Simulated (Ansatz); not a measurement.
The starting structures come from a database of crystals and need not be the phases stable at ambient conditions.

 Where the default PAW files enter, the runs use the earlier of Ansatz's two default sets.

By PBEsol, the system below comes out a metal.

The ballistic (Sharvin) conductance counts the channels at the Fermi level: G/A = (e²/h) × channels of both spins per area.

Input:

```xyz
12
Lattice="4.9034 0.0000 0.0000 0.0000 6.9344 0.0000 0.0000 3.4672 3.4672" Properties=species:S:1:pos:R:3 pbc="T T T"
Ir     0.0000     3.4672     0.0000
Ir     2.4517     1.7336     1.7336
Ir     0.0000     0.0000     0.0000
Ir     2.4517     5.2008     1.7336
O      3.1878     5.8933     0.0000
O      1.7155     1.0411     0.0000
O      0.7361     6.2419     1.7336
O      4.1672     4.1597     1.7336
O      1.7155     3.4672     1.0411
O      3.1878     6.9344     2.4261
O      4.1672     1.7336     0.6925
O      0.7361     8.6680     2.7747
```

Space group of this cell: Pa-3. The cell is taken as given; by PBEsol its mean pressure is -7.9 GPa.

The current flows along the normal of the first two printed cell vectors, the (110) plane of the conventional cell. No spin-orbit coupling; the value is a mean over 0.1 eV about the Fermi level.

**Question.** Give the ballistic conductance per area that PBEsol (Ansatz, a program for electronic structure) yields.

**Answer.** 0.87 × 10¹⁵ S/m² for both spins.
